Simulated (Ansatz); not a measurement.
Results of HSE06 (Ansatz, an electronic-structure program, plane waves, PAW) for HfO2 (Pca2₁, No. 29, 12 atoms in the cell; start mp-685097; a measured phase of this formula has another space group).

Input:

Ansatz 0.2 input:
```yaml
crystal:
  lattice:
    - [5.2280450874, 0.0, 0.0]
    - [0.0, 5.017378145, 0.0]
    - [0.0, 0.0, 5.0416673788]
  atoms:
    - { symbol: Hf, position: [0.032879654, 0.2675528463, 0.2422308536] }
    - { symbol: Hf, position: [0.967120346, 0.7324471537, 0.7422308536] }
    - { symbol: Hf, position: [0.467120346, 0.2675528463, 0.7422308536] }
    - { symbol: Hf, position: [0.532879654, 0.7324471537, 0.2422308536] }
    - { symbol: O, position: [0.3678884532, 0.0716210858, 0.3800472062] }
    - { symbol: O, position: [0.6321115468, 0.9283789142, 0.8800472062] }
    - { symbol: O, position: [0.1321115468, 0.0716210858, 0.8800472062] }
    - { symbol: O, position: [0.8678884532, 0.9283789142, 0.3800472062] }
    - { symbol: O, position: [0.7339534981, 0.4597436701, 0.4907219402] }
    - { symbol: O, position: [0.2660465019, 0.5402563299, 0.9907219402] }
    - { symbol: O, position: [0.7660465019, 0.4597436701, 0.9907219402] }
    - { symbol: O, position: [0.2339534981, 0.5402563299, 0.4907219402] }
basis:
  ecutwfc: 460
  ecutrho_ratio: 4
  xc_grid: 2
kpoints:
  mp_grid: { grid: [4, 4, 4] }
hamiltonian:
  xc: hse06
  dispersion: none
  pseudopotentials: { kind: paw }
scf:
  occupations: { method: fermi_dirac, width: 0.01 }
  convergence: { dr2_threshold: 0.0000000012 }
output:
  forces: true
  stress: true
  eigenvalues: true
```

The run printed, among other lines:

```
WARN output.stress: scf.exx.energy_threshold = 1e-6 eV is looser than the 1.2e-7 eV advised for a stress under a hybrid functional (1e-8 eV for each atom of …
Crystal: 12 atoms, lattice volume = 132.248 Å³
Basis set: ecut = 460 eV, 2987 PW (Γ), exchange–correlation on 80×72×72 points (8 copies of the dense FFT grid, shifted against one another)
Bands: 92, of which v1, the nominal top of the filled ones, is band 76 counted from 1 (75 counted from 0)
Symmetry: 4 space group operations
Space group: Pca21 (ITA 29), of the structure as read, at distance tolerance 5.1e-5 Å
k-points: 27 of 64 (time reversal used)
SCF iter   1: F=—  HF=-67446.350766 eV  |F-HF|=—  |Δ(HF+E_count)|=         —  Δρ=3.67e-3  dr2=1.18e-2
SCF iter   2: F=—  HF=-67446.354285 eV  |F-HF|=—  |Δ(HF+E_count)|=   3.52e-3  Δρ=2.96e-3  dr2=8.94e-3
  ...
Crystal: 12 atoms, lattice volume = 132.248 Å³
Initial density: handed on by an earlier stage of this run
Crystal: 12 atoms, lattice volume = 132.248 Å³
Crystal: 12 atoms, lattice volume = 132.248 Å³
SCF iter   2: F=—  HF=-67447.161447 eV  |F-HF|=—  |Δ(HF+E_count)|=   5.65e-9  Δρ=1.42e-6  dr2=1.80e-9
SCF iter   3: F=-67447.161447 eV  HF=-67447.161447 eV  |F-HF|=3.64e-10  |Δ(HF+E_count)|=   8.86e-9  Δρ=5.14e-7  dr2=3.80e-10
SCF 4 converged in 3 iterations: F = -67447.161447 eV  dr2 = 3.80e-10
Free energy (F): -67447.161447 eV
Internal energy: -67447.161447 eV  (E = F + TS)
E sigma→0 (E₀):  -67447.161447 eV
Fermi energy:    17.093033 eV
--- Forces (eV/Å), atoms counted from 1 ---
  atom   1  Hf    -0.01150284    -0.05711739    -0.08275930
  atom   2  Hf     0.01150284     0.05711739    -0.08275930
  atom   3  Hf     0.01150284    -0.05711739    -0.08275930
  atom   4  Hf    -0.01150284     0.05711739    -0.08275930
  atom   5  O     -0.01801132     0.00569678     0.01020778
  atom   6  O      0.01801132    -0.00569678     0.01020778
  atom   7  O      0.01801132     0.00569678     0.01020778
  atom   8  O     -0.01801132    -0.00569678     0.01020778
  atom   9  O      0.01449174     0.03306587     0.07256119
  atom  10  O     -0.01449174    -0.03306587     0.07256119
  atom  11  O     -0.01449174     0.03306587     0.07256119
  atom  12  O      0.01449174    -0.03306587     0.07256119
--- Stress (GPa, compression-positive) ---
        2.006620       0.000000       0.000000
        0.000000       2.176241       0.000000
        0.000000       0.000000       2.227212
  P = ⅓ Tr σ = 2.1367 GPa (21.367 kbar)
```

The PAW data were made under PBE.

Note: cell and atoms aren't relaxed at this level (largest force component 0.08 eV/Å, pressure 2.1 GPa).

A start named mp-… is a Materials Project structure, which need not be a measured phase.
